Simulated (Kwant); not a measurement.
System: wire with on-site disorder in a InAs two-dimensional gas. Effective mass 0.023 mₑ, grid spacing 9.4 nm, hard walls, nominal width 150 nm (15 grid rows, so walls 150.4 nm apart), one parabolic valley, scattering region 600 nm long along x; energies count from the band bottom; Fermi energy swept from 0.00036331 to 0.008203 eV. On-site energies in the scattering region are random, uniform within ±W/2, W = 0.05 eV, averaged over 12 samples.

The device is made up for the run: typed textbook-type constants, with dimensions and the other settings drawn at random.

Computed with Kwant: effective-mass tight-binding model on a square grid, one spin, coherent transport at 0 K. Conductance is in e²/h.

Problem. How many channels do the leads carry at E = 2.41, 7.86 meV?

Solution. The hard-wall thresholds are n² ħ²π²/(2mW²) = n² × 0.723 meV with W = 150.4 nm. √(2.41/0.723) = 1.83, so 1. √(7.86/0.723) = 3.30, so 3.
